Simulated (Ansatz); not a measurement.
Take BeS in the zinc blende structure (space group F-43m, No. 216; a = 4.7964 Å) as the base. Axes: x, y, z lie along the cube axes.

Method: LDA (Ansatz, a program for electronic structure; PAW; 420 eV plane waves; no spin-orbit coupling).

Strains are applied to the cell and any free atomic positions relax.

One change was made to it. Results:

The shortest interatomic distance decreases by 0.010 Å (2.077 Å → 2.067 Å); the valence-band top at Γ (three highest levels, from the VBM) becomes 0.00, -0.13, -0.24 eV (base: 0.00, 0.00, 0.00 eV); the smallest direct gap drops by 0.30 eV, from 5.49 eV to 5.19 eV; the band gap falls by 0.148 eV, from 2.82 eV to 2.68 eV.

Task: What was done to the base?
A) tensor shear ε_xy = +1.14 %
B) tensor shear ε_xy = +0.57 %
C) tensor shear ε_xy = +2.00 %
D) tensor shear ε_xy = +1.43 %

Result: D, tensor shear ε_xy = +1.43 %. For comparison, the valence-band top at Γ in the other runs: tensor shear ε_xy = +2.00 % gives 0.00, -0.19, -0.33 eV; tensor shear ε_xy = +0.57 % gives 0.00, -0.05, -0.09 eV; tensor shear ε_xy = +1.14 % gives 0.00, -0.10, -0.19 eV.

Stability against distortions was not tested.
